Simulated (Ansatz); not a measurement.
For YSn₃ (Pm-3m), PBEsol, DFPT electron-phonon coupling, linearised Boltzmann equation (Ansatz, a quantum-chemistry and plane-wave program) gives a transport coupling λ_tr = 1.030 and a Drude plasma energy ħω_p = 7.41 eV.

Task: Estimate the resistivity at 300 K from the high-temperature formula ρ = 2π λ_tr k_B T / (ħ ε₀ ω_p²), and say how the full Boltzmann solution compares.

Result: The scattering rate is 1/τ = 2π λ_tr k_B T/ħ = 2.54e14 s⁻¹ and ω_p = 1.13e16 s⁻¹, so ρ ≈ 22.7 μΩ·cm. The Boltzmann solution gives 22.3 μΩ·cm, 0.98 times the estimate.

A metal at this level (no band gap). Only scattering by harmonic phonons is included (no impurities, grain boundaries, electron-electron scattering or thermal expansion). Spin-orbit coupling is left out. The self-energy correction of the phonons between q points moved λ by about 3 %. The squared frequency of the phonon mode least converged on the k mesh is uncertain by about 10 %. The run warned that the eigensolver left some states short of its tolerance. Halving the electron mesh (20x20x20) moves the resistivity by up to 3 % at 300 K, the coupling by up to 1 %. Smearing 0.20 eV; phonons on a 3x3x3 q mesh, which this run doesn't test.

Computed structure with no diffraction record at hand here (it may be known, metastable or hypothetical): YSn3 (Pm-3m).
